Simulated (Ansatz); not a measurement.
# BeS (model structure, started from the CsCl type, Pm-3m, No. 221, 2 atoms in the cell)

The numbers are results of r²SCAN+rVV10 (Ansatz, a program for electronic structure, plane waves, PAW), not measurements.

Numerical settings: plane-wave cutoff 560 eV, 20×20×20 k mesh, Fermi–Dirac smearing 0.05 eV, scalar-relativistic PAW data made under PBE.

Cell (relaxed at this level):

Space group Pm-3m (No. 221); a = b = c = 2.935 Å, α = β = γ = 90.00°

```csv
atom,site,symmetry,x,y,z
Be,1a,m-3m,0.0000,0.0000,0.0000
S,1b,m-3m,0.5000,0.5000,0.5000
```

* **band gap**: none

Note: the relaxation could raise the start's symmetry but not lower it, so the cell can be a saddle point.

Static lattice: no zero-point or thermal effects.

It cost very roughly 70 core-seconds of CPU time.

A model structure was made by putting elements into a prototype or built by hand; it is no filed structure, need not be a known phase, and can be a saddle point held by its symmetry.
